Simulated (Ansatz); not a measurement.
Structures of equal composition on the (0001) surface of hcp Ti: a layer of Ag in place of the second plane; a layer of Ag in place of the third plane. The slabs share one bottom face, and each structure is named by its start. These are constructed structures in small cells; real faces may alloy, dewet or reconstruct in larger ones, and not all known structures of the face are among them. Slabs of about 12 Å with all that they carry, Fermi-Dirac smearing of 0.1 eV. Bottom of the slabs: a bare face, its two planes held. Relaxed from the named starts with such symmetry as they have, on meshes of like density; energies extrapolated to zero smearing; no spin-orbit coupling, no U. Spin-polarised runs, if any, are marked in brackets, and their order is one that fits the cell; the others ran without spin.

The numbers are results of PBE (plane waves to 420 eV, PAW; Ansatz, a quantum-chemistry and plane-wave program), not measurements.

Question: Put the candidates in order of energy per 1x1 cell, lowest first, for PBE.

Answer: a layer of Ag in place of the third plane (0.000 eV), a layer of Ag in place of the second plane (0.255 eV)
